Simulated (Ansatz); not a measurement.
Cost and result by functional for the adsorption energy of OH on the 1x1 (0001) surface of corundum (cut with top plane Al), one in a 1x1 cell, started at the site 'over Al at depth 1.2 Å', in Ansatz (plane waves, PAW). Single points on the PBE structure, on one kind of machine; costs are rough ratios of the slab run's core time (references not counted) to the cheapest single point. r2SCAN's cost holds its higher cutoff (500 against 420 eV). Differences are taken against r2SCAN for comparison alone: no measured value is at hand, so the table doesn't rank accuracy. The points keep PBE's geometry, so the relaxation of a polaron and the settling of charge on one site are left out.

Host crystal: corundum, with a band gap (PBE, scalar-relativistic without spin-orbit coupling).

Model: 22-atom slab, 6.7 Å thick at the start under the adsorbate (thin: gaps and levels are the slab's own), 6x6x1 mesh, Fermi-Dirac 0.01 eV, dipole correction, 9 atoms held, the rest relaxed; no symmetry held; spin-polarised, ending with about 1.0 μB a cell, a value that depends on the mesh; orders that need a larger cell were not tried, no spin-orbit, no U, no dispersion correction. The slab shows no gap over 0.04 eV on its mesh. At the end it is bonded to Al. In PBE it is, or lies within 0.03 eV of, the lowest of the starts that converged. These notes are the PBE run's. r2SCAN: The program's check for a lower electronic state was not made. Adsorption energies are against H2O(g) − ½ H2(g). A negative adsorption energy means that the adsorbate is more stable on the surface than in its reference.

```tsv
functional	relative cost	adsorption energy (eV)	less r2SCAN (eV)
RPBE	1	0.87	-0.12
r2SCAN	2	0.99	0.00
PBE (the relaxed run's value)	–	0.90	-0.10
```

The values span 0.12 eV, while the single points' costs differ by a factor of roughly 2. Differences are of unrounded values.

Ansatz is an electronic-structure program.
